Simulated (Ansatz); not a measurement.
A self-consistent single point of SrC₂ (P1, 6 atoms in the cell) with Ansatz (a program for electronic structure).

Level of theory: LDA (PW92), harder PAW files (source: ansatz) made with PBE (plane waves; Ansatz).

The change in words: lattice scaled by 0.98; basis.ecutwfc: 420 eV → 1640 eV; hamiltonian.pseudopotentials: {kind: paw} (the program's default PAW files) → {kind: paw, source: ansatz}. Reference geometry:
```yaml
crystal:
  lattice:
    - [3.54678, -2.22691, 0.00000]
    - [3.54678, 2.22691, 0.00000]
    - [-2.39740, 0.00000, 7.45146]
  atoms:
    - { symbol: Sr, position: [0.18110, 0.82344, 0.75671] }
    - { symbol: Sr, position: [0.82117, 0.17883, 0.25000] }
    - { symbol: C, position: [0.42227, 0.12839, 0.55761] }
    - { symbol: C, position: [0.57773, 0.87161, 0.44239] }
    - { symbol: C, position: [0.87161, 0.57773, 0.94239] }
    - { symbol: C, position: [0.12839, 0.42227, 0.05761] }
```

Reference input (self-consistent single point, DFT, LDA (PW92), plane waves, default PAW files made with PBE): basis.ecutwfc = 420 eV; kpoints.mp_grid.grid = 5 5 2; hamiltonian.xc = lda; hamiltonian.pseudopotentials = {kind: paw} (the program's default PAW files); scf.occupations.method = fermi_dirac; scf.occupations.width = 0.01 eV. This run's input differs from it in these lines:

Ansatz 0.2 input:
```diff
@@ -3,14 +3,14 @@
   lattice:
-    - [3.54677600, -2.22691400, 0.00000000]
-    - [3.54677600, 2.22691400, 0.00000000]
-    - [-2.39739700, 0.00000000, 7.45146500]
+    - [3.47584000, -2.18237600, 0.00000000]
+    - [3.47584000, 2.18237600, 0.00000000]
+    - [-2.34944900, 0.00000000, 7.30243600]
   atoms:
-    - { symbol: Sr, position_ang: [1.74872989, 1.43043594, 5.63859808] }
-    - { symbol: Sr, position_ang: [2.94742675, -1.43043594, 1.86286625] }
-    - { symbol: C, position_ang: [0.61625513, -0.65444549, 4.15501140] }
-    - { symbol: C, position_ang: [4.07989987, 0.65444549, 3.29645360] }
-    - { symbol: C, position_ang: [2.88120137, -0.65444549, 7.02218610] }
-    - { symbol: C, position_ang: [1.81495363, 0.65444549, 0.42927890] }
+    - { symbol: Sr, position_ang: [1.71375486, 1.40182740, 5.52582635] }
+    - { symbol: Sr, position_ang: [2.88847775, -1.40182740, 1.82560900] }
+    - { symbol: C, position_ang: [0.60392980, -0.64135666, 4.07191134] }
+    - { symbol: C, position_ang: [3.99830120, 0.64135666, 3.23052466] }
+    - { symbol: C, position_ang: [2.82357670, -0.64135666, 6.88174266] }
+    - { symbol: C, position_ang: [1.77865430, 0.64135666, 0.42069334] }
 basis:
-  ecutwfc: 420.0
+  ecutwfc: 1640.0
 kpoints:
@@ -19,3 +19,3 @@
   xc: lda
-  pseudopotentials: { kind: paw }
+  pseudopotentials: { kind: paw, source: ansatz }
 scf:
```

Log, with long lists cut:

```
SCF iter   1: F=—  HF=-7863.635601 eV  |F-HF|=—  |Δ(HF+E_count)|=         —  Δρ=8.34e-2  dr2=7.00e0  ethr=3.10e-3  ⟨swp⟩=8.8  Hψ=3850  notcnv=0
all-band conjugate gradients solve this SCF's bands
preconditioner: auto → Resta (q_TF=auto, 2.262 Å⁻¹)
SCF iter   2: F=—  HF=-7861.309744 eV  |F-HF|=—  |Δ(HF+E_count)|=    2.33e0  Δρ=3.45e-2  dr2=9.42e-1  ethr=3.10e-3  ⟨swp⟩=3.2  Hψ=1328  notcnv=0  defer=40
   [... lines left out ...]
SCF iter   7: F=—  HF=-7860.956782 eV  |F-HF|=—  |Δ(HF+E_count)|=   2.77e-4  Δρ=4.23e-5  dr2=2.42e-6  ethr=1.86e-7  ⟨swp⟩=2.8  Hψ=969  notcnv=0  defer=40
SCF iter   8: F=—  HF=-7860.956782 eV  |F-HF|=—  |Δ(HF+E_count)|=   4.39e-7  Δρ=1.76e-5  dr2=4.22e-7  ethr=6.71e-9  ⟨swp⟩=2.1  Hψ=858  notcnv=0  defer=40
SCF iter   9: F=—  HF=-7860.956782 eV  |F-HF|=—  |Δ(HF+E_count)|=   3.20e-8  Δρ=9.81e-6  dr2=1.53e-7  ethr=2.78e-10  ⟨swp⟩=15.2  Hψ=3541  notcnv=0
SCF iter  10: F=-7860.956782 eV  HF=-7860.956782 eV  |F-HF|=2.70e-9  |Δ(HF+E_count)|=   1.66e-8  Δρ=2.62e-6  dr2=8.40e-9  ethr=2.78e-10  ⟨swp⟩=5.0  Hψ=2128  notcnv=0
SCF 1 converged in 10 iterations: F = -7860.956782 eV  dr2 = 8.40e-9
Free energy (F): -7860.956782 eV
Internal energy: -7860.956782 eV  (E = F + TS)
E sigma→0 (E₀):  -7860.956782 eV
Fermi energy:    5.533120 eV
--- Forces (eV/Å), atoms counted from 1 ---
  atom   1  Sr    -0.00813962     0.04666077    -0.30995318
  atom   2  Sr    -0.00434203    -0.04703564     0.15465990
  atom   3  C      0.06649567     0.99298126     1.05353723
  atom   4  C     -0.06078113    -0.98142523    -0.98048991
  atom   5  C     -0.06263918     0.95655976    -0.82216984
  atom   6  C      0.06940291    -0.96776048     0.90440204
--- Stress (GPa, compression-positive) ---
       -1.722314      -0.082203       0.228534
       -0.082203       1.193061       0.023552
        0.228534       0.023552       0.763222
  P = ⅓ Tr σ = 0.0780 GPa (0.780 kbar)
  The stress holds the Pulay correction. Without it, at fixed plane waves, as pw.x and ABINIT print it: P = 0.0767 GPa
```

The run converged in 10 iterations. Against the reference run the pressure goes from -4.61 to 0.08 GPa, the largest force goes from 0.481 to 1.449 eV/Å and the gap on the mesh goes from 2.318 to 2.258 eV.

The starting cell comes from a database of computed structures (which also holds hypothetical and non-ambient phases and stackings), without a prior relaxation at this level. Its lattice was rescaled by up to half a per cent. One atom was moved a little off its site on purpose. For this run, on top of that: lattice scaled by 0.98. Forces in this geometry exceed 1 eV/Å. Ansatz's pressure includes its estimate of the finite-basis (Pulay) stress.

Cost on one core of a shared machine: roughly 40 s.
